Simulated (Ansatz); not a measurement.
The starting structures come from a database of crystals and need not be the phases stable at ambient conditions.

 Where the default PAW files enter, the runs use the earlier of Ansatz's two default sets.

Given:

```yaml
crystal:
  lattice:
    - [3.24090, 0.00000, 0.00000]
    - [0.00000, 4.86658, 0.00000]
    - [0.00000, 0.00000, 4.78800]
  atoms:
    - { symbol: Sn, position: [0.50000, 0.50000, 0.50000] }
    - { symbol: Sn, position: [0.00000, 0.00000, 0.00000] }
    - { symbol: O, position: [0.00000, 0.32104, 0.29185] }
    - { symbol: O, position: [0.00000, 0.67896, 0.70815] }
    - { symbol: O, position: [0.50000, 0.17896, 0.79185] }
    - { symbol: O, position: [0.50000, 0.82104, 0.20815] }
```

Space group of this cell: Pnnm. The cell is taken as given; by r2SCAN its mean pressure is -8.3 GPa.

The numbers are results of r2SCAN (plane waves, PAW; Ansatz, a first-principles code), not measurements.

The current runs along the normal of the first two printed vectors; no spin-orbit coupling. Scaled by the factor s: the length along the current (ions clamped). The meshes follow the cell: 10×6×8 and 10×6 across at s = 0.97, 10×6×6 and 10×6 across at s = 1.00, 10×6×6 and 10×6 across at s = 1.03.

```json
[
 {"s": "0.97", "mean pressure (GPa)": "-3.2", "band gap (eV)": "1.72"},
 {"s": "1.00", "mean pressure (GPa)": "-8.3", "band gap (eV)": "1.41"},
 {"s": "1.03", "mean pressure (GPa)": "-12.6", "band gap (eV)": "?"}
]
```

### Question
Take the slope of the band gap against ln s from the two given rows, extrapolate to s = 1.03, and say what the run there gives.

### Answer
Slope = (1.72 − 1.41) / ln 0.97 = -10.2 eV. The line gives 1.41 + (-10.2) × ln 1.03 = 1.11 eV. The run gives 1.11 eV, as the line does.
